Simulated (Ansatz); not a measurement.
**Response to strain in Hf**

The parent structure is Hf in the hcp (Mg type) structure (space group P6_3/mmc, No. 194; a = 3.158 Å, c = 5.004 Å; relaxed with 0.1 eV smearing). Axes: x lies along a and z along c of the hexagonal cell.

Strains are applied to the cell and any free atomic positions relax.

Method: Ansatz (a quantum-chemistry and plane-wave program) PBEsol, scalar-relativistic without spin-orbit coupling.

Notes on the quantities. pressure: mean of the normal stresses, compression positive; energy relative to the base: free energy F.

```tsv
variant	pressure	energy relative to the base	volume per atom
base	0.0 GPa	0 meV/atom	21.61 Å³
uniaxial strain ε_zz = −2.50 %	3.1 GPa	+9.1 meV/atom	21.07 Å³
uniaxial strain ε_zz = −2.00 %	2.5 GPa	+5.8 meV/atom	21.18 Å³
uniaxial strain ε_zz = −1.50 %	1.8 GPa	+3.2 meV/atom	21.29 Å³
uniaxial strain ε_zz = −1.00 %	1.2 GPa	+1.4 meV/atom	21.40 Å³
uniaxial strain ε_zz = −0.50 %	0.6 GPa	+0.4 meV/atom	21.50 Å³
uniaxial strain ε_zz = +0.50 %	-0.6 GPa	+0.3 meV/atom	21.72 Å³
uniaxial strain ε_zz = +1.00 %	-1.1 GPa	+1.4 meV/atom	21.83 Å³
uniaxial strain ε_zz = +2.00 %	-2.2 GPa	+5.3 meV/atom	22.05 Å³
uniaxial strain ε_zz = +3.00 %	-3.2 GPa	+12 meV/atom	22.26 Å³
```

Stability against distortions was not tested. All final runs are without spin polarisation.
